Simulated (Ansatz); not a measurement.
Levels about the gap of amorphous In₂₄O₃₇Li₂ (63 atoms in a cell of 862 Å³, 6.48 g/cm³; zone centre alone, so wide bands show as single levels with stretches between that a denser mesh fills), at the geometry that PBE relaxed, where it gives 0.1 GPa on a denser mesh. The participation number counts the atoms over which a state spreads; weights are charges in smoothed Voronoi cells. The levels come from a single point, so bond lengths are those of that geometry. Method of the levels: r2SCAN, scalar-relativistic without spin-orbit coupling (Ansatz, a program for electronic structure). Sampling: the zone centre alone; Fermi-Dirac width 0.02 eV; no spin polarisation. At PBE the levels at the filled edge of the gap are localised (band-tail or defect states).

A CHGNet melt-quench gave the starting glass, which DFT then relaxed. O atoms were pushed apart under 1.9 Å during the dynamics, to hinder bonds among them. The hot cell started wider than the set density and was brought back towards it in steps. It is the lowest in DFT energy of 2 quenches. It is a model cell: composition and starting density were chosen by hand, and all elements were melted together. No dispersion term was used. Its density started from a set value of 6.38 and ended at 6.48 g/cm³. The simulated quench (nominally 280 K/ps over its main leg) is rapid and tends to freeze in more defects than a deposited or slowly cooled glass has. A cell of this size samples the disorder only roughly. Volume and shape were free in the relaxation.

| E - E(highest filled), eV | filling | participation number | largest on | weight O | weight In | weight Li |
|---|---|---|---|---|---|---|
| -0.43 | filled | 17.0 | O, 3 neighbours | 0.93 | 0.07 | 0.00 |
| -0.42 | filled | 20.7 | O, 5 neighbours | 0.93 | 0.06 | 0.00 |
| -0.37 | filled | 13.4 | O, 3 neighbours | 0.93 | 0.06 | 0.00 |
| -0.26 | filled | 16.2 | O, 3 neighbours | 0.94 | 0.06 | 0.00 |
| -0.23 | filled | 10.1 | O, 4 neighbours | 0.93 | 0.06 | 0.00 |
| -0.13 | filled | 6.0 | O, 3 neighbours | 0.95 | 0.05 | 0.00 |
| 0.00 | filled | 4.9 | O, 3 neighbours | 0.95 | 0.05 | 0.00 |
| 0.87 | empty | 58.6 | In, 4 neighbours | 0.53 | 0.45 | 0.02 |
| 3.73 | empty | 24.0 | In, 4 neighbours | 0.60 | 0.40 | 0.01 |
| 3.89 | empty | 39.3 | In, 5 neighbours | 0.60 | 0.39 | 0.01 |
| 3.96 | empty | 21.3 | In, 5 neighbours | 0.59 | 0.40 | 0.01 |
| 4.07 | empty | 43.9 | In, 6 neighbours | 0.60 | 0.39 | 0.01 |
| 4.30 | empty | 36.1 | In, 5 neighbours | 0.61 | 0.37 | 0.02 |
| 4.52 | empty | 33.9 | In, 6 neighbours | 0.61 | 0.37 | 0.01 |

Most localised among these is the filled level at +0.00 eV, on a O atom, which has 3 neighbours (In 2.05 Å, In 2.14 Å, In 2.27 Å).
